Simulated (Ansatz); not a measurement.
## MnSi (space group P2_13, No. 198; ferromagnetic)

```
CELL_PARAMETERS angstrom
      4.47038     0.00000     0.00000
      0.00000     4.47038     0.00000
      0.00000     0.00000     4.47038
ATOMIC_POSITIONS crystal
  Mn 0.13708 0.13708 0.13708
  Mn 0.63708 0.36292 0.86292
  Mn 0.86292 0.63708 0.36292
  Mn 0.36292 0.86292 0.63708
  Si 0.84537 0.84537 0.84537
  Si 0.34537 0.65463 0.15463
  Si 0.15463 0.34537 0.65463
  Si 0.65463 0.15463 0.34537
```

All numbers come from PBEsol (Ansatz, a quantum-chemistry and plane-wave program; PAW; 420 eV plane waves; spin-orbit coupling left out). Γ-centred 11×11×11 mesh, Fermi–Dirac width 0.05 eV.

| Property | Result |
|---|---|
| Volume per atom | 11.17 Å³ |
| Density | 6.17 g/cm³ |
| Band gap | zero |
| Magnetic state | ferromagnetic |
| Total energy | -2245.686 eV/atom (σ→0; compares only within this code and set-up) |

The magnetic state is the one reached from the starting moments; the real material's order can differ, and small cells can't hold many antiferromagnetic ones. Whether these cells are dynamically stable was not tested.
